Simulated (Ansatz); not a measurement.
## bcc W (1 1 1) on antifluorite Mg2Si (1 1 1) (film strained to the substrate, started from cuts of the bulks and a machine-learned relaxation; slabs Mg8Si4 and W10, which can lie off the formulas)

A periodic stack without vacuum, bcc W (1 1 1) on antifluorite Mg2Si (1 1 1) (film strained to the substrate, started from cuts of the bulks and a machine-learned relaxation; slabs Mg8Si4 and W10, which can lie off the formulas): substrate slab Mg8Si4, film W10, surface cells [[0, 1], [-1, 0]] and [[1, -1], [0, 1]], film strained by -0.1 and -0.1 %, outermost planes Mg/Mg and W/W as cut, which need not be the usual terminations and can put a slab off its formula.

The start was prepared with a machine-learned potential, and the result is one local minimum, with the in-plane cell held and forces under 0.04 eV/Å; the film can end far from its bulk form.

Level of theory: PBE (plane waves to 420 eV, PAW; Ansatz, a program for electronic structure). Scalar-relativistic, without spin–orbit coupling; the runs are not spin-polarised. Its k-point mesh 8×8×1, Fermi–Dirac width 0.05 eV.

| Property | Value |
|---|---|
| interface area | 17.5 Å² |
| period | 22.79 Å |
| heights between the nearest atoms of the two slabs at the two interfaces | 0.99 and 0.99 Å |
| Mg–W contacts across the interfaces within 1.22 times the sum of covalent radii | 16, mean 2.96 Å |
| Si–W contacts across the interfaces within 1.22 times the sum of covalent radii | 8, mean 2.96 Å |

```
CELL_PARAMETERS angstrom
      4.49953     0.00079    -0.00007
     -2.24982     3.89548     0.15028
      0.00099     1.72572    22.87572
ATOMIC_POSITIONS crystal
  Mg 0.67691 0.50541 0.01708
  Mg 0.31689 0.78494 0.09752
  Mg 0.95902 0.06908 0.17266
  Mg 0.59903 0.34894 0.25201
  Mg 0.23890 0.62889 0.33449
  Mg 0.87879 0.90876 0.41390
  Mg 0.52073 0.19300 0.48903
  Mg 0.16045 0.47264 0.56947
  Si 0.00028 0.15193 0.04695
  Si 0.27849 0.70792 0.21375
  Si 0.55940 0.26990 0.37278
  Si 0.83718 0.82605 0.53959
  W  0.79924 0.75023 0.65274
  W  0.47917 0.11008 0.61306
  W  0.43922 0.03022 0.73200
  W  0.11887 0.38951 0.69353
  W  0.07884 0.30952 0.81261
  W  0.75839 0.66860 0.77394
  W  0.71838 0.58859 0.89302
  W  0.39803 0.94789 0.85454
  W  0.35811 0.86801 0.97349
  W  0.03802 0.22788 0.93381
```
